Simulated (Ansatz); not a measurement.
Start from MgO in the rock salt structure (space group Fm-3m, No. 225).

```
MgO
1.0
    0.00000     2.10221     2.10221
    2.10221     0.00000     2.10221
    2.10221     2.10221     0.00000
Mg O
1 1
Direct
  0.00000   0.00000   0.00000
  0.50000   0.50000   0.50000
```

Cartesian axes are those of the cell as printed.

All numbers come from Ansatz (a quantum-chemistry and plane-wave program) r2SCAN, no spin-orbit coupling.

Base values:

* **Band gap**: 5.68 eV
* **Pressure**: 0.0 kbar

One thing is altered: biaxial strain +1.50 %, plane normal [001], relaxed out of plane (Cartesian); in-plane vectors clamped, the third vector and the atoms free.

### Question
Predict the new band gap.

### Answer
The band gap drops by 0.23 eV, from 5.68 eV to 5.45 eV.

### Question
What does the calculation give for the energy relative to the base after the change?

### Answer
The energy rises by 4.3 meV/atom.

### Question
How does this affect the pressure?

### Answer
The pressure (mean of the normal stresses, compression positive) goes from zero to -31.6 kbar.

No phonon test of stability was made.
